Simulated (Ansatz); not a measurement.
System: ZrAl₃ (I4/mmm, No. 139). Method: LDA (Ansatz, an electronic-structure program, plane waves, PAW).

Settings: plane-wave cutoff 520 eV, 20×20×20 k mesh, Fermi–Dirac smearing 0.05 eV, scalar-relativistic PAW data made under PBE.

Properties against volume:

Shape and atoms are relaxed at each volume.

```csv
V (Å³/atom),P (GPa),c (Å),a (Å)
15.984,5.01,16.792,3.903
16.317,2.38,16.920,3.928
16.650,0.00,17.042,3.954
16.983,-2.15,17.166,3.979
17.316,-4.09,17.288,4.003
```
